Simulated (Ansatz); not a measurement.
# MoGe₂ (I4/mmm, No. 139, 3 atoms in the cell; start mp-10201)

Calculation: r²SCAN in Ansatz (PAW).

Run with plane-wave cutoff 560 eV, 24×24×24 k mesh, Fermi–Dirac smearing 0.05 eV, no spin polarisation, scalar-relativistic PAW data made under PBE.

Cell (relaxed at this level):

```xyz
3
Lattice="-1.6593 1.6593 4.0961 1.6593 -1.6593 4.0961 1.6593 1.6593 -4.0961" Properties=species:S:1:pos:R:3 pbc="T T T"
Ge     0.0000     0.0000     5.4204
Ge     0.0000     0.0000     2.7717
Mo     0.0000     0.0000     0.0000
```

```
Property           Value
---------------  -------
band gap            none
bulk modulus B0  176 GPa
```

Note: the relaxation could not lower the start's symmetry, so the cell can be a saddle point above a distorted one; the bulk modulus is −V dP/dV from two relaxed cells at ±2 % in volume.

Spin–orbit coupling is not included.

Static lattice: no zero-point or thermal effects.

Computing time: around 7 core-minutes (rough).

A start named mp-… is a Materials Project structure, which need not be a measured phase.

Ansatz is a first-principles code.
